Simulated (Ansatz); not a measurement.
The reference is SiC in the wurtzite structure (space group P6_3mc, No. 186; a = 3.076 Å, c = 5.048 Å).

Now apply this change: a negative pressure, −1 GPa.

Levels (all Ansatz, an electronic-structure program, PAW): PBEsol (420 eV, without spin-orbit coupling); r2SCAN (500 eV, no spin-orbit coupling); HSE06 (420 eV, no spin-orbit coupling).

One geometry, relaxed with PBEsol, under each level:

| level | band gap | lowest conduction level above the VBM at special points | electron mass | pressure |
|---|---|---|---|---|
| PBEsol | 2.13 eV | K 2.13 eV; M 2.65 eV; L 3.17 eV; Γ 4.70 eV | 0.26 mₑ along c, 0.43 mₑ across (at K) | -1.00 GPa |
| r2SCAN | 2.66 eV | K 2.66 eV; M 3.21 eV; L 3.70 eV; Γ 5.32 eV | 0.26 mₑ along c, 0.43 mₑ across (at K) | -1.09 GPa |
| HSE06 | 3.17 eV | K 3.17 eV; M 3.73 eV; L 4.26 eV; Γ 5.92 eV | – | – |

Single points use the geometry relaxed with PBEsol. Their cutoffs differ, which shifts pressures a little. HSE06 gaps are upper bounds (no full band path). Load acts through the strain it causes; cell and atoms are relaxed under it. Effective masses come from finite differences of ±0.01 Å⁻¹. Whether these cells are dynamically stable was not tested.
